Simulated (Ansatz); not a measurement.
Base system: PtSb in the NiAs type structure (space group P6_3/mmc, No. 194; a = 4.169 Å, c = 5.475 Å; relaxed with 0.1 eV smearing). Axes: x lies along a and z along c of the hexagonal cell.

Method: DFT with PBEsol, PAW potentials and a 420 eV plane-wave cutoff in Ansatz (a program for electronic structure), no spin-orbit coupling.

Modification: a pure shear with ε_xy = ε_yx = 0.0182; the atoms relax in the strained cell.

Question: What does the calculation give for the stress after the change?

Answer: The stress (xx, yy, zz, yz, xz, xy; compression positive) amounts to (0.0, 0.0, 0.1, 0.0, 0.0, -1.1) GPa.

Question: What happens to the energy relative to the base?

Answer: The energy increases by 2.5 meV/atom.

Question: What does the calculation give for the largest internal atomic displacement after the change?

Answer: The largest internal atomic displacement is 0.030 Å.

Whether these cells are dynamically stable was not tested. All final runs are without spin polarisation.
